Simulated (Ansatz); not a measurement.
The parent structure is Ti₃Al (space group P6_3/mmc, No. 194; a = 5.755 Å, c = 4.655 Å).

The values are results of PBE (Ansatz, a program for electronic structure, PAW, no SOC), earlier PAW set, not measurements.

Before the change:

The c/a ratio comes out as 0.809 and the lattice parameter a comes out as 5.755 Å.

It is then changed as follows: a negative pressure, −2 GPa.

Task: How does this affect the c/a ratio and lattice parameter a?

Result: The c/a ratio hardly moves (0.809 against 0.808); the lattice parameter a grows by 0.0363 Å (5.755 Å → 5.792 Å).

Load acts through the strain it causes; cell and atoms are relaxed under it. Whether these cells are dynamically stable was not tested. The final runs are not spin-polarised.
